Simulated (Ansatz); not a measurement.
## Pressure series in Cu2O

Start from Cu2O (space group Pn-3m, No. 224; a = 4.246 Å).

Cell and atoms are relaxed at each pressure.

Calculations: r2SCAN (Ansatz, a first-principles code), no SOC.

```json
[
 {"change": "base", "density": "6.21 g/cm³", "band gap": "0.79 eV", "electron mass": "0.93 mₑ (at Γ)"},
 {"change": "pressure −2 GPa", "density": "6.11 g/cm³", "band gap": "0.76 eV", "electron mass": "0.93 mₑ (at Γ)"},
 {"change": "pressure −1 GPa", "density": "___", "band gap": "0.78 eV", "electron mass": "0.93 mₑ (at Γ)"},
 {"change": "pressure 1.8 GPa", "density": "6.29 g/cm³", "band gap": "0.83 eV", "electron mass": "0.94 mₑ (at Γ)"},
 {"change": "pressure 4.2 GPa", "density": "6.40 g/cm³", "band gap": "0.87 eV", "electron mass": "0.95 mₑ (at Γ)"},
 {"change": "pressure 9 GPa", "density": "6.60 g/cm³", "band gap": "0.95 eV", "electron mass": "0.96 mₑ (at Γ)"},
 {"change": "pressure 18 GPa", "density": "6.93 g/cm³", "band gap": "1.03 eV", "electron mass": "0.088, 0.44 mₑ (at Γ)"},
 {"change": "pressure 30 GPa", "density": "___", "band gap": "0.80 eV", "electron mass": "0.065, 0.42 mₑ (at Γ)"},
 {"change": "pressure 45 GPa", "density": "7.69 g/cm³", "band gap": "0.57 eV", "electron mass": "0.044, 0.40 mₑ (at Γ)"},
 {"change": "pressure 60 GPa", "density": "8.04 g/cm³", "band gap": "0.35 eV", "electron mass": "0.027, 0.38 mₑ (at Γ)"}
]
```

Task: Some entries are withheld; estimate them.

Result: 
- pressure −1 GPa, density: 6.16 g/cm³
- pressure 30 GPa, density: 7.30 g/cm³

Load acts through the strain it causes; cell and atoms are relaxed under it. Effective masses come from finite differences of ±0.01 Å⁻¹. Stability against distortions was not tested. No other phases were tried under pressure. No Hubbard U is applied. All final runs are without spin polarisation.
